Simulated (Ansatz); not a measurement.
Base system: Si in the diamond structure (space group Fd-3m, No. 227; a = 5.4699 Å).

Structures relaxed with PBE in Ansatz (plane waves to 420 eV, PAW, spin-orbit coupling left out), earlier PAW set.

Base:

Simulated powder pattern, Cu Kα1, λ = 1.54056 Å (kinematic, ideal powder, no thermal factors, no anomalous dispersion; the 8 strongest lines at most, above 2 %, up to 2θ = 90°):

| 2θ (°) | I/Imax (%) | hkl |
|---|---|---|
| 28.23 | 100 | (111) |
| 46.94 | 67 | (220) |
| 55.69 | 40 | (311) |
| 68.57 | 11 | (400) |
| 75.73 | 16 | (331) |
| 87.24 | 23 | (422) |

Now apply this change: Ge takes the place of Si on all its sites; the structure is relaxed again.

After the change:

Simulated powder pattern, Cu Kα1, λ = 1.54056 Å (kinematic, ideal powder, no thermal factors, no anomalous dispersion; the 8 strongest lines at most, above 2 %, up to 2θ = 90°):

| 2θ (°) | I/Imax (%) | hkl |
|---|---|---|
| 26.78 | 100 | (111) |
| 44.43 | 75 | (220) |
| 52.64 | 46 | (311) |
| 64.65 | 12 | (400) |
| 71.28 | 18 | (331) |
| 81.82 | 24 | (422) |
| 87.99 | 14 | (511) |

The indices refer to each structure's own conventional cell; one index is shown for lines that coincide.

Stability against distortions was not tested.

Ansatz is an electronic-structure program.
